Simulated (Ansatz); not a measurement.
Take MgO in the rock salt structure (space group Fm-3m, No. 225; a = 4.254 Å) as the base.

Method: PBE/PAW in Ansatz (a quantum-chemistry and plane-wave program), no spin-orbit coupling.

Carriers are added at fixed cell with a uniform background; the Fermi–Dirac width is that of 300 K.

One change was made to it. Results:

The gap between the host's bands grows by 0.02 eV to 4.48 eV; the Fermi level relative to the doped band's edge (positive inside the band; to 0.05 eV) is +0.05 eV; the gap character stays direct at Γ.

### Question
Which of these changes matches the shifts?
(A) holes 2.0×10^22 cm⁻³
(B) electrons 2.0×10^22 cm⁻³
(C) holes 5.0×10^20 cm⁻³

### Answer
C, holes 5.0×10^20 cm⁻³. For comparison, the Fermi level from band edge in the other runs: electrons 2.0×10^22 cm⁻³ gives +3.45 eV; holes 2.0×10^22 cm⁻³ gives +0.40 eV.

Charged cell with a jellium background: band edges are those of the host's band count, energies are not comparable with the neutral cell, and many-body gap narrowing is missing. Stability against distortions was not tested. The base started in Pnma and relaxed to Fm-3m at this level.
